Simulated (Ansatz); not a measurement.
Consider K2Sn2O3 (space group R-3m, No. 166; a = 6.022 Å, c = 14.089 Å (hexagonal axes)).

The values are results of PBEsol (Ansatz, a program for electronic structure, PAW, spin-orbit coupling left out), not measurements.

Base values:

| Item | Value |
|---|---|
| Valence-band top at Γ | 0.00, -2.07, -2.14 eV |
| Hole mass | 0.35 mₑ along c, 0.15 mₑ across (at Γ) |

The change: an isotropic linear strain of −2.50 %, atoms relaxed at fixed cell.

Task: Predict the new valence-band top at Γ and hole mass.

Result: The valence-band top at Γ (three highest levels, from the VBM) changes from 0.00, -2.07, -2.14 eV to 0.00, -2.09, -2.10 eV; the hole mass goes from 0.35 mₑ along c, 0.15 mₑ across (at Γ) to 0.34 mₑ along c, 0.10 mₑ across (at Γ).

The levels and masses belong to the bands next to the band gap. Masses are band curvatures over ±0.01 Å⁻¹ around the edge. No phonon test of stability was made.
